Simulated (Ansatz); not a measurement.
The reference is SiC (space group P6_3mc, No. 186; a = 3.094 Å, c = 10.129 Å). Axes: x lies along a and z along c of the hexagonal cell.

Calculations: PBE in Ansatz (plane waves to 420 eV, PAW, without spin-orbit coupling), earlier PAW set.

Strains are applied to the cell and any free atomic positions relax; under biaxial strain the out-of-plane vector relaxes too; under stress the whole cell relaxes.

One change was made to it. Results:

The gap character stays indirect, Γ → M; the shortest interatomic distance decreases by 0.007 Å, from 1.893 Å to 1.886 Å.

Question: Which of these changes matches the shifts?
A) uniaxial stress, 5 GPa compression along z
B) biaxial strain −1.66 %, plane normal [001], relaxed out of plane
C) biaxial strain −1.54 %, plane normal [001], relaxed out of plane

Answer: A, uniaxial stress, 5 GPa compression along z. For comparison, the shortest interatomic distance in the other runs: biaxial strain −1.66 %, plane normal [001], relaxed out of plane gives 1.870 Å; biaxial strain −1.54 %, plane normal [001], relaxed out of plane gives 1.872 Å.

Beyond what the load breaks, stability against distortions was not tested.

Ansatz is an electronic-structure program.
